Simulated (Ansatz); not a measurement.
**SiO2, pressure series**

Take SiO2 in the rutile structure (space group P4_2/mnm, No. 136; a = 4.1852 Å, c = 2.6688 Å) as the base.

Cell and atoms are relaxed at each pressure.

Levels (all Ansatz, a first-principles code, PAW): r2SCAN (500 eV, no spin-orbit coupling); HSE06 (420 eV, no spin-orbit coupling).

```json
[
 {"pressure (GPa)": "-2", "band gap, r2SCAN (eV)": "6.41", "band gap, HSE06 (eV)": "7.55"},
 {"pressure (GPa)": "-1", "band gap, r2SCAN (eV)": "6.46", "band gap, HSE06 (eV)": "7.61"},
 {"pressure (GPa)": "0", "band gap, r2SCAN (eV)": "6.51", "band gap, HSE06 (eV)": "7.66"},
 {"pressure (GPa)": "0.9", "band gap, r2SCAN (eV)": "?", "band gap, HSE06 (eV)": "?"},
 {"pressure (GPa)": "2.1", "band gap, r2SCAN (eV)": "6.62", "band gap, HSE06 (eV)": "7.77"},
 {"pressure (GPa)": "4.5", "band gap, r2SCAN (eV)": "6.75", "band gap, HSE06 (eV)": "7.90"},
 {"pressure (GPa)": "9", "band gap, r2SCAN (eV)": "6.97", "band gap, HSE06 (eV)": "8.13"},
 {"pressure (GPa)": "15", "band gap, r2SCAN (eV)": "7.26", "band gap, HSE06 (eV)": "8.42"}
]
```

Problem. Fit E_g = E₀ + αP + βP² to the rows shown and predict the withheld row.

Solution. Least squares on the printed values gives 

- r2SCAN: E₀ = 6.51 eV, α = 52.5 meV/GPa, β = -0.18 meV/GPa² (largest residual 0.00 eV); this predicts 6.56 eV, and the run gives 6.56 eV, in agreement
- HSE06: E₀ = 7.66 eV, α = 54.1 meV/GPa, β = -0.23 meV/GPa² (largest residual 0.00 eV); this predicts 7.71 eV, and the run gives 7.71 eV, in agreement.

Single points use the geometry relaxed with r2SCAN. Load acts through the strain it causes; cell and atoms are relaxed under it. Whether these cells are dynamically stable was not tested. Competing high-pressure phases were not computed.
